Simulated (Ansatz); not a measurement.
**Bulk modulus B0 of LaSiO (model structure, started from the ZrSiS type, P4/nmm, No. 129, 6 atoms in the cell) at several levels of theory**

No measured value is used here.

```csv
level (code),value (GPa),cell (Å³/atom)
LDA (Ansatz),[?],16.98
PBE (Ansatz),104,17.94
PBEsol (Ansatz),114,17.34
r²SCAN (Ansatz),112,17.84
```

### Question
Some entries are withheld; supply them.

### Answer

- LDA (Ansatz, a quantum-chemistry and plane-wave program), value (GPa): 120

LDA, PBE, PBEsol, r²SCAN: the bulk modulus is −V dP/dV from two relaxed cells at ±2 % in volume. Each level is taken at its own relaxed cell. Cutoffs differ between the levels. Ansatz's density-functional and Hartree–Fock values are scalar-relativistic unless marked +SOC, with PAW data made under PBE.

A model structure was made by putting elements into a prototype or built by hand; it is no filed structure, need not be a known phase, and can be a saddle point held by its symmetry.
